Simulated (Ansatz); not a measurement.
The reference is CsPbCl3 in the cubic perovskite structure (space group Pm-3m, No. 221).

```yaml
crystal:
  lattice:
    - [5.61875, 0.00000, 0.00000]
    - [0.00000, 5.61875, 0.00000]
    - [0.00000, 0.00000, 5.61875]
  atoms:
    - { symbol: Cs, position: [0.00000, 0.00000, 0.00000] }
    - { symbol: Pb, position: [0.50000, 0.50000, 0.50000] }
    - { symbol: Cl, position: [0.50000, 0.00000, 0.50000] }
    - { symbol: Cl, position: [0.00000, 0.50000, 0.50000] }
    - { symbol: Cl, position: [0.50000, 0.50000, 0.00000] }
```

Computed with Ansatz (a program for electronic structure), PBEsol, PAW, cutoff 420 eV, no spin-orbit coupling.

Before the change:

* **Valley order**: R along ⟨111⟩ 1.83 eV; Γ 3.24 eV
* **Hole mass**: 0.17 mₑ (at R)
* **Width of the top valence band**: 2.48 eV

Now apply this change: every lattice vector is shortened by 0.60 %, atoms relaxed at fixed cell.

### Question
Predict the new valley order, mean gap deformation potential ΔEg/Δln V, hole mass, energy relative to the base and width of the top valence band.

### Answer
The valley order (the lowest conduction-band minima on the path, energy above the VBM, named in the base's zone) goes from R along ⟨111⟩ 1.83 eV; Γ 3.24 eV to R along ⟨111⟩ 1.75 eV; Γ 3.14 eV; the mean gap deformation potential ΔEg/Δln V is +4.5 eV; the hole mass changes from 0.17 mₑ (at R) to 0.16 mₑ (at R); the energy goes up by 0.9 meV/atom; the width of the top valence band rises by 0.14 eV (2.48 eV → 2.62 eV).

With Pb present, leaving out spin-orbit coupling can change the band edges. The cells carry an imposed strain or load. Masses are band curvatures over ±0.01 Å⁻¹ around the edge. Stability against distortions was not tested. Many cubic perovskites are stable only at high temperature; tilts and polar distortions were not tested. This is not the structure that CsPbCl3 has at room temperature and ambient pressure.
